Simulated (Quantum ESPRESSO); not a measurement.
A self-consistent single point of ZnCu (Pm-3m, 2 atoms in the cell) with Quantum ESPRESSO.

Level of theory: PBE, SSSP 1.1.2 efficiency (PBE) pseudopotentials (plane waves; Quantum ESPRESSO).

```yaml
crystal:
  lattice:
    - [2.85630, 0.00000, 0.00000]
    - [0.00000, 2.85630, 0.00000]
    - [0.00000, 0.00000, 2.85630]
  atoms:
    - { symbol: Zn, position: [0.50000, 0.50000, 0.50000] }
    - { symbol: Cu, position: [0.00000, 0.00000, 0.00000] }
```

Reference input (self-consistent single point, DFT, PBE, plane waves, SSSP 1.1.2 efficiency (PBE) pseudopotentials): ecutwfc = 50 Ry; ecutrho = 400 Ry; occupations = smearing; smearing = fd; degauss = 0.0073499 Ry; potentials = {Zn: Zn_pbe_v1.uspp.F.UPF, Cu: Cu_pbe_v1.2.uspp.F.UPF}; K_POINTS = automatic 11 11 11 0 0 0; conv_thr = 1e-11 Ry. This run's input differs from it in these lines:

```diff
@@ -12,4 +12,4 @@
   ntyp = 2
-  ecutwfc = 50
-  ecutrho = 400
+  ecutwfc = 40
+  ecutrho = 320
   occupations = 'smearing'
```

Output, abridged:

```
     Self-consistent Calculation

     iteration #  1     ecut=    40.00 Ry     beta= 0.70

     total energy              =    -859.64972300 Ry
     estimated scf accuracy    <       7.89660797 Ry

     iteration #  2     ecut=    40.00 Ry     beta= 0.70

     total energy              =    -860.20826074 Ry
     estimated scf accuracy    <      31.84211298 Ry

     iteration #  3     ecut=    40.00 Ry     beta= 0.70

     total energy              =    -864.95033673 Ry
     estimated scf accuracy    <       7.14391295 Ry

   [... 14 blocks of this kind left out ...]

     iteration # 18     ecut=    40.00 Ry     beta= 0.70

     total energy              =    -865.33955858 Ry
     estimated scf accuracy    <          2.7E-11 Ry

     iteration # 19     ecut=    40.00 Ry     beta= 0.70
     End of self-consistent calculation

     the Fermi energy is    17.5583 ev

!    total energy              =    -865.33955858 Ry
     estimated scf accuracy    <          5.3E-14 Ry
     smearing contrib. (-TS)   =      -0.00094532 Ry
     internal energy E=F+TS    =    -865.33861326 Ry

     convergence has been achieved in  19 iterations

     Forces acting on atoms (cartesian axes, Ry/au):

     atom    1 type  1   force =     0.00000000    0.00000000    0.00000000
     atom    2 type  2   force =     0.00000000    0.00000000    0.00000000

     Total force =     0.000000     Total SCF correction =     0.000000

          total   stress  (Ry/bohr**3)                   (kbar)     P=      170.52
   0.00115919   0.00000000   0.00000000          170.52        0.00        0.00
   0.00000000   0.00115919   0.00000000            0.00      170.52        0.00
   0.00000000   0.00000000   0.00115919            0.00        0.00      170.52

   JOB DONE.
```

The run converged in 19 iterations. Against the reference run the free energy goes up by 21.0 meV/atom and the pressure goes from 15.91 to 17.05 GPa.

The starting cell comes from a database of computed structures (which also holds hypothetical and non-ambient phases and stackings), without a prior relaxation at this level. Its lattice was rescaled by a random factor within 2.5 % of one. Spin polarisation is off.
